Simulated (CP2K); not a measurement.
CP2K run on ScAl (P1, 2 atoms in the cell): self-consistent single point.

Level of theory: LDA (Pade form), GPW, TZVP-MOLOPT-SR-GTH basis, GTH-PADE potentials (GTH_POTENTIALS) run with CP2K.

The change in words: lattice scaled by 0.98. Reference geometry:
```yaml
crystal:
  lattice:
    - [3.37035, 0.00000, 0.00000]
    - [0.00000, 3.37035, 0.00000]
    - [0.00000, 0.00000, 3.37035]
  atoms:
    - { symbol: Sc, position: [0.50347, 0.49080, 0.50415] }
    - { symbol: Al, position: [0.99653, 0.00920, 0.99585] }
```

Reference input (self-consistent single point, DFT LDA (Pade form), GPW, TZVP-MOLOPT-SR-GTH basis, GTH-PADE potentials (GTH_POTENTIALS)): CUTOFF = 600 Ry; REL_CUTOFF = 50 Ry; SMEAR/METHOD = GAUSSIAN; SIGMA = 0.2 eV; KPOINTS/SCHEME = MONKHORST-PACK 9 9 9; XC_FUNCTIONAL = PADE; Sc/BASIS_SET = TZVP-MOLOPT-SR-GTH; Sc/POTENTIAL = GTH-PADE-q11; Al/BASIS_SET = TZVP-MOLOPT-SR-GTH; Al/POTENTIAL = GTH-PADE-q3; METHOD = GPW; EPS_DEFAULT = 1e-10. This run's input differs from it in these lines:

```diff
@@ -62,5 +62,5 @@
     &CELL
-      A 3.37035000 0.00000000 0.00000000
-      B 0.00000000 3.37035000 0.00000000
-      C 0.00000000 0.00000000 3.37035000
+      A 3.30294300 0.00000000 0.00000000
+      B 0.00000000 3.30294300 0.00000000
+      C 0.00000000 0.00000000 3.30294300
       PERIODIC XYZ
```

Output (repeated stretches shortened):

```
 SCF WAVEFUNCTION OPTIMIZATION

  Step     Update method      Time    Convergence         Total energy    Change
     1 NoMix/Diag. 0.30E+00      -     1.78190702       -49.2322860048 -4.92E+01
     2 Broy./Diag. 0.30E+00      -     0.02750241       -49.1579526653  7.43E-02
     3 Broy./Diag. 0.30E+00      -     0.02096416       -48.8822843394  2.76E-01
     4 Broy./Diag. 0.30E+00      -     0.01056659       -48.7496825748  1.33E-01
     5 Broy./Diag. 0.30E+00      -     0.00077886       -48.7635167640 -1.38E-02
     6 Broy./Diag. 0.30E+00      -     0.00126359       -48.7639610996 -4.44E-04
   [... 2 lines left out ...]
     9 Broy./Diag. 0.30E+00      -     0.00000693       -48.7665755320 -1.23E-04
    10 Broy./Diag. 0.30E+00      -     0.00000287       -48.7665263923  4.91E-05
    11 Broy./Diag. 0.30E+00      -     0.00000115       -48.7665290803 -2.69E-06
    12 Broy./Diag. 0.30E+00      -     0.00000003       -48.7665246288  4.45E-06
  *** SCF run converged in    12 steps ***

  Overlap energy of the core charge distribution:               0.00000000000000
  Self energy of the core charge distribution:                -94.30025896441070
  Core Hamiltonian energy:                                     22.93443865491944
  Hartree energy:                                              29.49095662342415
  Exchange-correlation energy:                                 -6.89118431663381
  Smearing free energy correction:                             -0.00047662613023
  Fermi energy:                                                 0.31380580433667

  Total energy:                                               -48.76652462882094
  Total energy (extrapolated to sigma->0):                    -48.76628631575582

                     Mulliken Population Analysis

   [... lines left out ...]

 STRESS| Analytical stress tensor [bar]
 STRESS|                        x                   y                   z
 STRESS|      x        3.99005974415E+03  -9.03690556301E+02   4.10334091979E+02
 STRESS|      y       -9.03690556301E+02   3.34192699835E+03  -1.07910954251E+03
 STRESS|      z        4.10334091979E+02  -1.07910954251E+03   3.94401170527E+03
 STRESS| 1/3 Trace                                             3.75866614926E+03
```

The run converged in 12 iterations. Against the reference run the free energy goes down by 14.2 meV/atom, the pressure goes from -4.17 to 0.38 GPa and the largest force goes from 0.321 to 0.383 eV/Å.

The starting cell comes from a database of computed structures (which also holds hypothetical and non-ambient phases and stackings), without a prior relaxation at this level. Its atoms were displaced at random from the sites of space group no. 221. For this run, on top of that: lattice scaled by 0.98. Values carry the incompleteness of an atom-centred basis.

Cost on one core of a shared machine: roughly 40 s.
